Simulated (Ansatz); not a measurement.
## hypothetical Pm-3n InP with two functionals

Start from InP (space group Pm-3n, No. 223; a = 7.334 Å; a hypothetical phase, not in the database extracts checked).

(Cell as relaxed with PBE.)

Levels (all Ansatz, a program for electronic structure, PAW): PBE (420 eV, no spin-orbit coupling); PBEsol (420 eV, spin-orbit coupling left out).

Each level relaxes its own structure.

| quantity | PBE | PBEsol |
|---|---|---|
| volume per atom | 32.88 Å³ | (withheld) |
| lattice parameter a | 13.860 bohr | (withheld) |
| band gap | 0.50 eV | (withheld) |
| gap character | direct at Γ | (withheld) |
| electron mass | 0.045 mₑ | (withheld) |
| hole mass (degenerate bands, along [100]) | 0.039, 2.1, 2.1 mₑ | (withheld) |

**Question.** What does PBEsol give?

**Answer.** 
- volume per atom, PBEsol: 31.64 Å³
- lattice parameter a, PBEsol: 13.684 bohr
- band gap, PBEsol: 0.65 eV
- gap character, PBEsol: direct at Γ
- electron mass, PBEsol: 0.057 mₑ
- hole mass (degenerate bands, along [100]), PBEsol: 0.047, 1.9, 1.9 mₑ

PBE's volume per atom lies 1.24 Å³ above PBEsol's (3.9 %); PBE's lattice parameter a lies 0.176 bohr above PBEsol's (1.3 %); PBE's band gap lies 0.15 eV below PBEsol's; the two agree on the gap character. Neither level is exact; PBEsol is the comparison here, not a measurement.

Masses are band curvatures over ±0.01 Å⁻¹ around the edge. Whether these cells are dynamically stable was not tested.
